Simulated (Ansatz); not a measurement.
**Ansatz (a quantum-chemistry and plane-wave program) run on HfTeSe (P3m1, 3 atoms in the cell): self-consistent single point**

Method of the run: PBEsol, default PAW files made with PBE (plane waves; Ansatz).

Input as run:

Ansatz 0.2 input:
```yaml
# HfTeSe
crystal:
  lattice:
    - [3.864590, 0.000000, 0.000000]
    - [-1.932295, 3.346833, 0.000000]
    - [0.000000, 0.000000, 6.735732]
  atoms:
    - { symbol: Hf, position: [0.000000, 0.000000, 0.989193] }
    - { symbol: Te, position: [0.666667, 0.333333, 0.250720] }
    - { symbol: Se, position: [0.333333, 0.666667, 0.767520] }
basis:
  ecutwfc: 420.0
kpoints:
  mp_grid:
    grid: [8, 8, 4]
hamiltonian:
  xc: pbesol
  pseudopotentials:
    kind: paw
scf:
  occupations:
    method: fermi_dirac
    width: 0.1
output:
  forces: true
  eigenvalues: true
  stress: true
```

Log, with long lists cut:

```
WARN the atoms were moved onto the symmetric positions of the space group found under crystal.symmetry.tolerance 1.0e-5 (fractional …
WARN ansatz: RAYON_NUM_THREADS=1 ignored (pool sized by the plan → 1); use --threads N
Pseudopotentials: kind: paw
Pseudopotential: Hf, paw, valence charge 26
Pseudopotential: Te, paw, valence charge 16
Pseudopotential: Se, paw, valence charge 16
Crystal: 3 atoms, lattice volume = 87.121 Å³
Basis set: ecut = 420 eV, 1727 PW (Γ), exchange–correlation on 54×54×96 points (8 copies of the dense FFT grid, shifted against one another)
Bands: 35, of which v1, the nominal top of the filled ones, is band 29 counted from 1 (28 counted from 0)
Symmetry: 6 space group operations
Space group: P3m1 (ITA 156), of the structure as read, at distance tolerance 4.4e-5 Å
k-points: 35 of 256 (time reversal used)
PAW frozen core: Hf, regenerated for the run's functional, and the local potential with it
PAW frozen core: Te, regenerated for the run's functional, and the local potential with it
PAW frozen core: Se, regenerated for the run's functional, and the local potential with it
Initial density: superposition of atomic densities (neutral atoms: chi_scale 0, normalization atom), corrected by the library's trained network
Initial wavefunctions: pseudopotential atomic-orbital guess
Eigensolver: davidson
Functional: x = pbesol(κ = 0.804, μ = 0.12345679012345678), c = pbesol(β = 0.046)
SCF iter   1: F=—  HF=-27926.883025 eV  |F-HF|=—  |Δ(HF+E_count)|=         —  Δρ=3.42e-3  dr2=2.07e-2  ethr=1.77e-3  ⟨swp⟩=5.9  Hψ=4530  notcnv=0
all-band conjugate gradients solve this SCF's bands
preconditioner: auto → LDOS
SCF iter   2: F=—  HF=-27926.885697 eV  |F-HF|=—  |Δ(HF+E_count)|=   2.67e-3  Δρ=3.29e-3  dr2=2.82e-2  ethr=3.56e-5  ⟨swp⟩=2.0  Hψ=2695  notcnv=0
SCF iter   3: F=—  HF=-27926.879654 eV  |F-HF|=—  |Δ(HF+E_count)|=   6.04e-3  Δρ=8.07e-4  dr2=2.92e-3  ethr=3.56e-5  ⟨swp⟩=2.0  Hψ=2414  notcnv=0
SCF iter   4: F=—  HF=-27926.879127 eV  |F-HF|=—  |Δ(HF+E_count)|=   5.26e-4  Δρ=1.77e-4  dr2=4.86e-5  ethr=5.03e-6  ⟨swp⟩=2.0  Hψ=1425  notcnv=0
SCF iter   5: F=—  HF=-27926.879103 eV  |F-HF|=—  |Δ(HF+E_count)|=   2.43e-5  Δρ=4.14e-5  dr2=1.59e-6  ethr=8.38e-8  ⟨swp⟩=2.0  Hψ=2206  notcnv=0
SCF iter   6: F=—  HF=-27926.879103 eV  |F-HF|=—  |Δ(HF+E_count)|=   5.94e-8  Δρ=1.64e-5  dr2=2.53e-7  ethr=2.75e-9  ⟨swp⟩=2.1  Hψ=2273  notcnv=0
SCF iter   7: F=-27926.879103 eV  HF=-27926.879103 eV  |F-HF|=1.32e-8  |Δ(HF+E_count)|=   7.05e-8  Δρ=4.38e-6  dr2=1.79e-8  ethr=1.72e-10  ⟨swp⟩=6.4  Hψ=5444  notcnv=0
SCF 1 converged in 7 iterations: F = -27926.879103 eV  dr2 = 1.79e-8
SCF converged after 7 iterations
Free energy (F): -27926.879103 eV
Harris-Foulkes:  -27926.879103 eV  (|F-HF|=1.32e-8)
Internal energy: -27926.861491 eV  (E = F + TS)
E sigma→0 (E₀):  -27926.870297 eV
Entropy (-TS):   -0.017612 eV (-5.871 meV/atom)
Fermi energy:    10.249546 eV
--- Per-component energies (eV) ---
  E_band       = -818.223952
  E_kinetic    = 720.967971
  E_local      = -11837.670278  (includes V_loc(G=0)·N_el)
  E_nonlocal   = -2139.233227
  E_hartree    = 5822.601980
  E_xc         = -523.900299
  E_vxc        = -467.602095  (∫ρ·V_xc dr)
  E_paw        = -13258.622709  (= ΣΔE_a)
  E_vpaw       = 1260.100695  (= ΣTr[D̂ρ^β])
  E_aug_tail   = -0.000807  (compensation charges beyond the density's cutoff)
  E_ewald      = -6713.638479
  E_core_change = 2.634357  (= ΣΔE_core)
  E_smearing   = -0.017612  (= −TS)
  E_closure    = 0.000000  (closes the sum)
  Σ components = -27926.879103   (vs F -27926.879103, Δ=0.00e0)
--- Forces (eV/Å), atoms counted from 1 ---
  atom   1  Hf    -0.00000000    -0.00000000    -0.77937487
  atom   2  Te     0.00000000     0.00000000     0.61342469
  atom   3  Se     0.00000000    -0.00000000     0.16602748
  max |Σ_I F_I| component: 7.73e-5 eV/Å
--- Stress (GPa, compression-positive) ---
       -1.459108       0.000000       0.000000
        0.000000      -1.459108       0.000000
        0.000000       0.000000       0.767013
  P = ⅓ Tr σ = -0.7171 GPa (-7.171 kbar)
  The stress holds the Pulay correction. Without it, at fixed plane waves, as pw.x and ABINIT print it: P = -0.7447 GPa
--- Band table (eV; the first three rows and the last of 35) ---
  k-point 0: bands = ["-52.5909", "-37.2254", "-37.2254", "-37.2194", "-37.2179", "-37.2179", "-26.0033", "-26.0033", "-25.9755", "-25.9755", "-25.9602", "-21.2381", "-21.1986", "-21.1986", "-3.2235", "-2.5771", "-2.5524", "-2.5489", "-2.5489", [...]
  k-point 1: bands = ["-52.5909", "-37.2254", "-37.2254", "-37.2194", "-37.2179", "-37.2179", "-26.0033", "-26.0033", "-25.9755", "-25.9755", "-25.9602", "-21.2381", "-21.1986", "-21.1986", "-3.1923", "-2.5768", "-2.5524", "-2.5489", "-2.5489", [...]
  k-point 2: bands = ["-52.5909", "-37.2254", "-37.2254", "-37.2194", "-37.2179", "-37.2179", "-26.0033", "-26.0033", "-25.9755", "-25.9755", "-25.9602", "-21.2381", "-21.1986", "-21.1986", "-3.1596", "-2.5765", "-2.5524", "-2.5489", "-2.5489", [...]
  k-point 34: bands = ["-52.5882", "-37.2253", "-37.2251", "-37.2191", "-37.2178", "-37.2176", "-26.0014", "-25.9985", "-25.9779", "-25.9759", "-25.9564", "-21.2804", "-21.2525", "-21.2091", "-2.6612", "-2.5695", "-2.5663", "-2.5528", "-2.5512", [...]
```

The run converged in 7 iterations.

The starting cell comes from a database of computed structures (which also holds hypothetical and non-ambient phases and stackings), without a prior relaxation at this level. Its lattice was rescaled by up to half a per cent. One atom was moved a little off its site on purpose. Spin-orbit coupling is off. Ansatz's pressure includes its estimate of the finite-basis (Pulay) stress.
